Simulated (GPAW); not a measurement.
Band structure of Si₂Mo (I4/mmm, 3 atoms in the cell).

```
Si2Mo
1.0
   -1.62424     1.62424     3.96203
    1.62424    -1.62424     3.96203
    1.62424     1.62424    -3.96203
Si Mo
2 1
Direct
  0.66457   0.66457   0.00000
  0.33543   0.33543   0.00000
  0.00000   0.00000   0.00000
```

Method of the run: PBE, GPAW PAW datasets PBE (gpaw-data 1.0.1) (plane waves; GPAW).

Settings: mode = pw; ecut = 550 eV; xc = PBE; kpts = 11 11 11; mesh shift (steps) = 0 0 0; occupations.name = fermi-dirac; occupations.width = 0.1 eV; nbands = -9; convergence.density = 1e-05 e/electron; convergence.energy = 1e-05 eV/electron; symmetry.symmorphic = false; symmetry.tolerance = 0.0005; maxiter = 120; bandpath_npoints = 40.

The starting cell comes from a database of computed structures (which also holds hypothetical and non-ambient phases and stackings), without a prior relaxation at this level. Its lattice was rescaled by a random factor within 2.5 % of one. Spin polarisation is off.

Levels in eV from the Fermi level, bands 8 to 15:
```csv
point,8,9,10,11,12,13,14,15
Γ,-2.82,-2.48,-2.48,0.35,2.95,3.38,3.38,3.38
X,-5.18,-4.24,-2.83,-1.22,2.13,2.55,3.07,3.26
Y,-4.26,-3.72,-2.71,-1.77,1.67,1.99,2.44,4.71
S,-2.61,-2.36,-2.11,-0.35,1.47,3.01,3.58,4.29
Z,-2.02,-0.52,-0.52,-0.47,-0.47,0.48,4.69,4.72
S1,-2.61,-2.36,-2.11,-0.35,1.47,3.01,3.58,4.29
N,-4.37,-2.45,-2.38,-0.44,2.10,3.05,3.78,4.14
P,-5.97,-2.64,-1.99,-1.99,0.25,2.13,3.95,3.95
Y1,-4.26,-3.72,-2.71,-1.77,1.67,1.99,2.44,4.71
```

Bands cross the Fermi level along this path, so the cell is metallic at this level.
